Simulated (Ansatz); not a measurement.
Functionals compared on a constructed model of the (0001) surface of hcp Os, a pseudomorphic layer of V in the host's stacking (bottom of the slab: a bare face, its two planes held), in Ansatz (plane waves, PAW). The structure was relaxed with PBE; the other rows are single points on it. Cutoff 420 eV.

Set-up: 7 atoms, 13.5 Å thick at the start; mesh 16x16x1; 0.1 eV smearing; dipole correction on; 2 atoms held, the rest relaxed; held to the start's symmetry, so lower structures may exist; spin-polarised, ending with about 1.0 μB a cell; orders that need a larger cell were not tried, no spin-orbit, no U. It is one candidate, not shown to be the stable structure of the face. These notes are the PBE run's.

```csv
functional,work function of the top face (eV),magnetic moment of the cell (μB),rough cost of the single point
PBE,4.47,0.98,–
RPBE,4.29,1.14,very roughly 2.0 core-minutes
```

Ansatz is a quantum-chemistry and plane-wave program.
